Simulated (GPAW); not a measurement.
Checking a run of GPAW on V₃Pt (Pm-3n, 8 atoms in the cell). The aim is a self-consistent single point with DFT LDA (Perdew-Wang 92), plane waves, GPAW PAW datasets LDA (gpaw-data 1.0.1).

Cell that was meant: a = 4.7881 Å, b = 4.7881 Å, c = 4.7881 Å, α = 90.00°, β = 90.00°, γ = 90.00°.

Part of the input:

```python
              cell=[[4.788090, 0.000000, 0.000000],
                    [0.000000, 4.788090, 0.000000],
                    [0.000000, 0.000000, 4.788090]],
              positions=[[0.000000, 0.750000, 0.500000],
                         [0.000000, 0.250000, 0.500000],
                         [0.750000, 0.500000, 0.000000],
                         [0.250000, 0.500000, 0.000000],
                         [0.500000, 0.000000, 0.750000],
                         [0.500000, 0.000000, 0.250000],
                         [0.000000, 0.000000, 0.000000],
                         [0.500000, 0.500000, 0.500000]],
              pbc=True)

calc = GPAW(mode={'name': 'pw', 'ecut': 800},
```

The program printed (abridged):

```
Input parameters:
  convergence: {forces: 0.001}
  kpts: [5 5 5]
  maxiter: 100
  mode: {ecut: 800,
         name: pw}
  nbands: -12
   [... lines left out ...]
   7 Pt     0.500000    0.500000    0.500000    ( 0.0000,  0.0000,  0.0000)

Unit cell:
           periodic     x           y           z      points  spacing
  1. axis:    yes    4.788090    0.000000    0.000000    32     0.1496
  2. axis:    yes    0.000000    4.788090    0.000000    32     0.1496
  3. axis:    yes    0.000000    0.000000    4.788090    32     0.1496

  Lengths:   4.788090   4.788090   4.788090
  Angles:   90.000000  90.000000  90.000000

Effective grid spacing dv^(1/3) = 0.1496
     iter     time        total  log10-change:
                         energy   eigst   dens  force
iter:   1 --:--:--  2554.444376
iter:   2 --:--:--  2690.754409   +2.31  -0.59
iter:   3 --:--:--  3890.404357   +1.41  -0.61
iter:   4 --:--:--  3574.154313   +2.09  -0.78
iter:   5 --:--:--  3589.024993   +0.71  -0.46
   [... 24 lines left out ...]
iter:  30 --:--:--  4407.444185   -2.44  -2.35
iter:  31 --:--:--  4407.544733   -3.02  -2.40
iter:  32 --:--:--  4407.699373   -2.50  -2.45
iter:  33 --:--:--  4407.710231   -3.06  -2.70
iter:  34 --:--:--  4407.722790c  -3.98  -2.77
   [... lines left out ...]
iter:  41 --:--:--  4407.783602c  -5.94  -4.13c
iter:  42 --:--:--  4407.783605c  -6.47  -4.17c
iter:  43 --:--:--  4407.783599c  -6.27  -4.28c
iter:  44 --:--:--  4407.783600c  -6.76  -4.44c
iter:  45 --:--:--  4407.783607c  -7.22  -4.63c
iter:  46 --:--:--  4407.783612c  -6.97  -4.82c
iter:  47 --:--:--  4407.783612c  -8.16c -5.44c
iter:  48 --:--:--  4407.783613c  -8.47c -5.47c -1.68
iter:  49 --:--:--  4407.783613c  -9.41c -5.54c -2.48
iter:  50 --:--:--  4407.783612c  -8.95c -5.56c -2.17
iter:  51 --:--:--  4407.783612c  -9.66c -5.69c -3.10c
Converged after 51 iterations.

Dipole moment: (-13.943913, -13.943913, -13.943913) |e|*Ang

Energy contributions relative to reference atoms: (reference = -1154799.108745)

Kinetic:       +9680.303974
Potential:     -4658.274985
External:        +0.000000
XC:            -888.948225
Entropy (-ST):   -0.072330
Local:         +274.739014
SIC:             +0.000000
--------------------------
Free energy:   +4407.747447
Extrapolated:  +4407.783612

Showing only first 2 kpts
 Kpt  Band  Eigenvalues  Occupancy
  0    53     -1.63247    2.00000
  0    54      2.37708    2.00000
  0    55      5.57954    0.00006
  0    56      5.82086    0.00001

  1    53     -1.65845    2.00000
  1    54      3.04186    2.00000
  1    55      5.07530    0.00886
   [... lines left out ...]
Fermi level: 4.53384
No gap
   [... lines left out ...]
  4 V   754.25147 -523.03336  654.49083
  5 V  1331.98602 -2418.82824  195.18474
  6 Pt -1408.96780 -1408.96780 -1408.96780
  7 Pt 1414.91600 1414.91600 1414.91600

Stress tensor:
   -20.862537    -1.231889    -1.231889
    -1.231889   -20.862537    -1.231889
    -1.231889    -1.231889   -20.862537
Stress (GPa, Voigt): [-3342.5469 -3342.5469 -3342.5469  -197.3703  -197.3703  -197.3703]
```

Is this run sound? If not, what is wrong?

The run is not sound. The fault is this: fractional coordinates typed as Cartesian. Numbers meant as fractions of the cell vectors were read as lengths, or the reverse, so the atoms sit in the wrong places. To fix it, make label and numbers agree, by changing either. The run converged in 51 iterations without an error; against the sound input the free energy goes up by 561 eV/atom, the pressure goes from -9.86 to 3343 GPa and the largest force goes from 0.000 to 2768 eV/Å.

The sound input it was made from differs as follows (other fixes are possible):
```diff
-              positions=[[0.000000, 0.750000, 0.500000],
-                         [0.000000, 0.250000, 0.500000],
-                         [0.750000, 0.500000, 0.000000],
-                         [0.250000, 0.500000, 0.000000],
-                         [0.500000, 0.000000, 0.750000],
-                         [0.500000, 0.000000, 0.250000],
-                         [0.000000, 0.000000, 0.000000],
-                         [0.500000, 0.500000, 0.500000]],
+              scaled_positions=[[0.000000, 0.750000, 0.500000],
+                                [0.000000, 0.250000, 0.500000],
+                                [0.750000, 0.500000, 0.000000],
+                                [0.250000, 0.500000, 0.000000],
+                                [0.500000, 0.000000, 0.750000],
+                                [0.500000, 0.000000, 0.250000],
+                                [0.000000, 0.000000, 0.000000],
+                                [0.500000, 0.500000, 0.500000]],
```

With that input, the run converged in 37 iterations: free energy E − TS (from the program's reference atoms) -76.6150 eV; Fermi level (on the code's own zero) 10.55 eV; pressure -9.86 GPa (DFT LDA (Perdew-Wang 92), plane waves, GPAW PAW datasets LDA (gpaw-data 1.0.1)).

On the sound input: the starting cell comes from a database of computed structures (which also holds hypothetical and non-ambient phases and stackings), without a prior relaxation at this level. Spin-orbit coupling is off. Spin polarisation is off. With a pressure of about -10 GPa the cell is away from its equilibrium volume at this level.
